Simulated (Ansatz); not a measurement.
We consider BBi (model structure, started from the CsCl type, Pm-3m, No. 221, 2 atoms in the cell), described by r²SCAN+SOC (Ansatz, a first-principles code, PAW).

Input:

Ansatz 0.2 input:
```yaml
crystal:
  lattice:
    - [3.3125596002, 0.0, 0.0]
    - [0.0, 3.3125596002, 0.0]
    - [0.0, 0.0, 3.3125596002]
  atoms:
    - { symbol: B, position: [0.0, 0.0, 0.0] }
    - { symbol: Bi, position: [0.5, 0.5, 0.5] }
basis:
  ecutwfc: 560
  ecutrho_ratio: 4
  xc_grid: 3
kpoints:
  mp_grid: { grid: [16, 16, 16] }
hamiltonian:
  xc: r2scan
  dispersion: none
  pseudopotentials: { kind: paw }
scf:
  occupations: { method: fermi_dirac, width: 0.05 }
  convergence: { dr2_threshold: 0.0000000002 }
output:
  forces: true
  stress: true
  eigenvalues: true
magnetization:
  noncollinear: true
  spin_orbit: true
```

Q: How many irreducible k-points, plane waves at Γ does the program set up, and what pressure does the run end with?

A: 165 irreducible k-points, 1045 plane waves at Γ; P = 4.30 GPa, so the cell is compressed on average and its volume would grow at this level.

The run printed, among other lines:

```
Crystal: 2 atoms, lattice volume = 36.349 Å³
Basis set: ecut = 560 eV, 1045 PW (Γ), exchange–correlation on 81×81×81 points (27 copies of the dense FFT grid, shifted against one another)
Bands: 26, of which v1, the nominal top of the filled ones, is band 18 counted from 1 (17 counted from 0)
Symmetry: 48 space group operations + 48 with time reversal
k-points: 165 of 4096
Initial density: superposition of atomic densities (chi_scale 0.1, normalization cell, long waves kept (reshape's long-wave potential 0.00 eV rms))
Functional: x = r2scan, c = r2scan; τ floored in thin density (d = 2e-4 eV/Å³)
SCF 1 converged in 8 iterations: F = -12530.370254 eV  dr2 = 1.21e-10
SCF converged after 8 iterations
Free energy (F): -12530.370254 eV
Internal energy: -12530.361172 eV  (E = F + TS)
E sigma→0 (E₀):  -12530.365713 eV
Fermi energy:    12.188948 eV
--- Forces (eV/Å), atoms counted from 1 ---
  atom   1  B      0.00000000    -0.00000000     0.00000000
  atom   2  Bi    -0.00000000     0.00000000     0.00000000
--- Stress (GPa, compression-positive) ---
        4.302192       0.000000       0.000000
        0.000000       4.302192       0.000000
        0.000000       0.000000       4.302192
  P = ⅓ Tr σ = 4.3022 GPa (43.022 kbar)
```

The PAW data were made under PBE.

Note: the relaxation could raise the start's symmetry but not lower it, so the cell can be a saddle point. Note: cell and atoms aren't relaxed at this level (pressure 4.3 GPa).

Cost on a shared machine: around 110 core-seconds (rough).

A model structure was made by putting elements into a prototype or built by hand; it is no filed structure, need not be a known phase, and can be a saddle point held by its symmetry.
